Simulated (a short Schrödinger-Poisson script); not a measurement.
Stack: symmetric double-gate stack, SiO2 on p-type Si(111), at 77 K.

```csv
layer,material,thickness (nm),Na (cm⁻³)
1,SiO2,1.8,-
2,Si,4,4e17
3,SiO2,1.8,-
```

The device is made up for the run: typed textbook-type constants, with dimensions and the other settings drawn at random. SiO2: permittivity 3.9, conduction-band edge (eV) 3.15, gap (eV) 9, electron mass (mₑ) 0.5. Si: permittivity 11.7, conduction-band edge (eV) 0, gap (eV) 1.124, Nv at 300 K (cm⁻³) 3.1e19.

Channel valleys (confinement mass, in-plane density-of-states mass, number): Δ6 0.258, 0.358, 6. At the gates, both at one voltage, the conduction-band edge of layer 1 lies 3.48 eV − eVg above the Fermi level of the channel. Gaps are held at their typed values at every temperature. Mesh 0.03 nm at interfaces.

From a short Schrödinger-Poisson script (our own, NumPy): 1D Poisson equation in equilibrium, electrons quantum, Hartree (BenDaniel-Duke, 12 states a valley, the channel's in-plane mass for all, wave functions ending at the dielectric), parabolic valleys, classical holes, full ionisation, no traps, pinning or gate leakage.

The same stack at other levels of the model or other numerical settings:

```json
[
 {"run": "base", "sheet density of all electrons at Vg = 1.05 V (cm⁻²)": "1.20e13", "sheet density of all electrons at Vg = 0.45 V (cm⁻²)": "6.90e11", "capacitance of both gates at Vg = 1.05 V (μF/cm²)": "3.10", "rough cost against the base": "about 1"},
 {"run": "electrons treated as classical, Boltzmann", "sheet density of all electrons at Vg = 1.05 V (cm⁻²)": "___", "sheet density of all electrons at Vg = 0.45 V (cm⁻²)": "2.42e12", "capacitance of both gates at Vg = 1.05 V (μF/cm²)": "3.75", "rough cost against the base": "0.07"},
 {"run": "electrons treated as classical, Fermi-Dirac", "sheet density of all electrons at Vg = 1.05 V (cm⁻²)": "1.50e13", "sheet density of all electrons at Vg = 0.45 V (cm⁻²)": "___", "capacitance of both gates at Vg = 1.05 V (μF/cm²)": "___", "rough cost against the base": "0.2"},
 {"run": "mesh six times as coarse", "sheet density of all electrons at Vg = 1.05 V (cm⁻²)": "1.20e13", "sheet density of all electrons at Vg = 0.45 V (cm⁻²)": "6.92e11", "capacitance of both gates at Vg = 1.05 V (μF/cm²)": "3.10", "rough cost against the base": "0.5"},
 {"run": "one subband a valley", "sheet density of all electrons at Vg = 1.05 V (cm⁻²)": "1.20e13", "sheet density of all electrons at Vg = 0.45 V (cm⁻²)": "6.90e11", "capacitance of both gates at Vg = 1.05 V (μF/cm²)": "3.10", "rough cost against the base": "0.6"}
]
```

### Question
Fill in the missing entries.

### Answer

- electrons treated as classical, Boltzmann, sheet density of all electrons at Vg = 1.05 V (cm⁻²): 1.62e13
- electrons treated as classical, Fermi-Dirac, sheet density of all electrons at Vg = 0.45 V (cm⁻²): 2.31e12
- electrons treated as classical, Fermi-Dirac, capacitance of both gates at Vg = 1.05 V (μF/cm²): 3.44

The classical rows ignore confinement, and Boltzmann statistics overrate the density once the band edge passes the Fermi level.
